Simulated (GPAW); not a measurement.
## Cost against accuracy: ecut for SiHg3 (I4/mmm, 4 atoms in the cell)

```
CELL_PARAMETERS angstrom
     -2.15825     2.15825     4.97520
      2.15825    -2.15825     4.97520
      2.15825     2.15825    -4.97520
ATOMIC_POSITIONS crystal
  Si 0.00000 0.00000 0.00000
  Hg 0.75000 0.25000 0.50000
  Hg 0.25000 0.75000 0.50000
  Hg 0.50000 0.50000 0.00000
```

Method: LDA (Perdew-Wang 92), GPAW PAW datasets LDA (gpaw-data 1.0.1) (plane waves; GPAW).

Base settings: mode = pw; ecut = 600 eV; xc = LDA; kpts = 6 6 6; mesh shift (steps) = 0 0 0; occupations.name = methfessel-paxton; occupations.width = 0.136 eV; occupations.order = 0; nbands = -10; convergence.density = 1e-05 e/electron.

Misses are taken against the tightest run, 1200 eV, which need not be fully converged itself. The energy is the free energy per atom.

The count of work is k-points × plane waves × bands × iterations; it is no time, and leaves out set-up, grids and terms that scale otherwise. Core times come from one kind of shared machine and are given to one figure; runs under 30 s give none.

The starting cell comes from a database of computed structures (which also holds hypothetical and non-ambient phases and stackings), without a prior relaxation at this level. In the base run, with a pressure of about -6 GPa the cell is away from its equilibrium volume at this level.

| ecut | energy less reference (meV/atom) | pressure less reference (GPa) | count of work / reference | core time / reference (rough) |
|---|---|---|---|---|
| 240 eV | 1142.39 | -12.57 | 0.069 | 0.08 |
| 300 eV | 474.33 | -12.59 | 0.11 | 0.1 |
| 360 eV | 124.69 | -5.19 | 0.17 | 0.2 |
| 420 eV | 25.89 | -1.32 | 0.15 | 0.1 |
| 480 eV | 7.09 | -0.24 | 0.25 | 0.2 |
| 540 eV | 4.01 | -0.08 | 0.30 | 0.2 |
| 600 eV | 2.64 | -0.06 | 0.36 | 0.4 |
| 690 eV | 1.03 | -0.04 | 0.62 | 0.4 |
| 780 eV | 0.27 | -0.03 | 0.54 | 0.4 |
| 900 eV | 0.02 | -0.01 | 0.53 | 0.5 |
| 1050 eV | 0.00 | 0.00 | 0.61 | 0.6 |
| 1200 eV | 0.00 | 0.00 | 1.0 | 1 |

Coarsest setting among those run that, with all tighter ones, holds the energy within 10 meV/atom of the reference: 480 eV, off by 7.1 meV/atom; it needs 0.25 of the reference's count of work and about 0.2 of the reference's time.

Coarsest setting among those run that, with all tighter ones, holds the energy within 2 meV/atom of the reference: 690 eV, off by 1.0 meV/atom; its saving against the reference is no more than about a factor of 2 in the count of work.

Smallest miss in the energy for at most 0.2 times the reference's count of work: 420 eV, with a miss of 26 meV/atom at a count of 0.15.

The step from 240 eV to 600 eV: it takes the miss in the energy from 1100 to 2.6 meV/atom, for 5.2 times the count of work and roughly 5 times the time.
